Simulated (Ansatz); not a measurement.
Cubic perovskite CsSrF₃, treated with PBEsol in Ansatz (PAW).

Run with plane-wave cutoff 520 eV, 8×8×8 k mesh, Fermi–Dirac smearing 0.01 eV, scalar-relativistic PAW data made under PBE.

The direct gap at Γ against volume; x = 100 ln(V/21.265 Å³). One gap is withheld.

```json
[
 {"V (Å³/atom)": "19.989", "x": "-6.19", "gap (eV)": "?"},
 {"V (Å³/atom)": "20.414", "x": "-4.08", "gap (eV)": "6.436"},
 {"V (Å³/atom)": "20.839", "x": "-2.02", "gap (eV)": "6.368"},
 {"V (Å³/atom)": "21.265", "x": "0.00", "gap (eV)": "6.299"},
 {"V (Å³/atom)": "21.690", "x": "1.98", "gap (eV)": "6.231"},
 {"V (Å³/atom)": "22.115", "x": "3.92", "gap (eV)": "6.161"},
 {"V (Å³/atom)": "22.541", "x": "5.83", "gap (eV)": "6.092"}
]
```

Question: Fit a straight line to the rows shown, give the volume deformation potential and predict the withheld gap.

Answer: Means of the 6 rows: x̄ = 0.938, ȳ = 6.2645 eV. Σ(x − x̄)(y − ȳ) = -2.3865 and Σ(x − x̄)² = 68.720, so the slope is -0.0347 eV per unit of x, and dE_g/d ln V = -3.5 eV. At x = -6.19: 6.2645 + (-0.0347) × (-6.19 − (0.938)) = 6.512 eV. The run gives 6.504 eV, 0.008 eV below the line, as the curve bends the same way over all rows.

Spin–orbit coupling is not included.

Note: the relaxation could not lower the start's symmetry, so the cell can be a saddle point above a distorted one.

Ansatz is a quantum-chemistry and plane-wave program.
